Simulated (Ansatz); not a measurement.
Consider GaP in the zinc blende structure (space group F-43m, No. 216; a = 5.452 Å). Axes: x, y, z lie along the cube axes.

Levels (all Ansatz, a first-principles code, PAW, earlier PAW set): r2SCAN (500 eV, no spin-orbit coupling); HSE06+SOC (420 eV, noncollinear with spin-orbit coupling).

Its gap is 1.85 eV with r2SCAN and 2.23 eV with HSE06+SOC.

Modification: uniaxial strain ε_zz = +3.92 %, all other strain components held at zero, atoms relaxed at fixed cell.

With r2SCAN the gap becomes 1.72 eV.

Q: If the HSE06+SOC correction stayed the same, what would the HSE06+SOC gap be, and what does the HSE06+SOC run give?

A: A rigid correction of +0.38 eV gives 2.10 eV. The HSE06+SOC run gives 2.11 eV, so the two effects roughly add.

Single points use the geometry relaxed with r2SCAN. HSE06 gaps are upper bounds (no full band path). Differences between runs with and without spin-orbit coupling are approximate. Stability against distortions was not tested.
